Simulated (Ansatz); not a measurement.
The reference is InSb in the wurtzite structure (space group P6_3mc, No. 186; a = 4.597 Å, c = 7.565 Å; a hypothetical phase, not in the database extracts checked).

The change: a hydrostatic pressure of 5 GPa.

Levels (all Ansatz, a first-principles code, PAW): PBEsol (420 eV, scalar-relativistic without spin-orbit coupling); PBEsol+SOC (420 eV, spin-orbit coupling included).

The geometry is relaxed with PBEsol.

```
Item               Value
---------------  -------
PBEsol band gap  0.19 eV
PBEsol pressure  5.0 GPa
```

Question: Predict the band gap and pressure from PBEsol+SOC.

Answer: The band gap goes from 0.19 eV to zero; the pressure stays 5.0 GPa.

Single points use the geometry relaxed with PBEsol. The spin-orbit shifts are approximate. Spin-orbit coupling, missing from the scalar runs, can matter with Sb. Load acts through the strain it causes; cell and atoms are relaxed under it. No phonon test of stability was made. Competing high-pressure phases were not computed. The runs without spin-orbit coupling are not spin-polarised. Gaps under 0.05 eV, about the width of the smearing, are given as zero. A zero or small gap of InSb can be the functional's error rather than a property of the material.
